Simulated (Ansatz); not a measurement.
# A computed series for PbTe: pressure series

Consider PbTe in the rock salt structure (space group Fm-3m, No. 225; a = 6.569 Å).

Cell and atoms are relaxed at each pressure.

Calculations: PBE (Ansatz, a first-principles code; PAW; 420 eV plane waves; no spin-orbit coupling).

Candidates:
(a) pressure 3 GPa
(b) pressure −1 GPa
(c) pressure 7 GPa
(d) pressure −2 GPa
(e) pressure 50 GPa

Before the change:

```
Property   Result
--------  -------
Band gap  0.83 eV
```

Task: Order them by band gap, lowest first.

Result: (e) pressure 50 GPa (zero), (c) pressure 7 GPa (0.52 eV), (a) pressure 3 GPa (0.69 eV), (b) pressure −1 GPa (0.88 eV), (d) pressure −2 GPa (0.92 eV)

A case with no gap was solved on a k-mesh chosen for an insulator, which is coarse for it. Spin-orbit coupling, missing from the scalar runs, can matter with Pb and Te. Load acts through the strain it causes; cell and atoms are relaxed under it. Stability against distortions was not tested. Competing high-pressure phases were not computed. All final runs are without spin polarisation. The zero or small gap of PbTe under pressure 50 GPa can change with the level of theory.
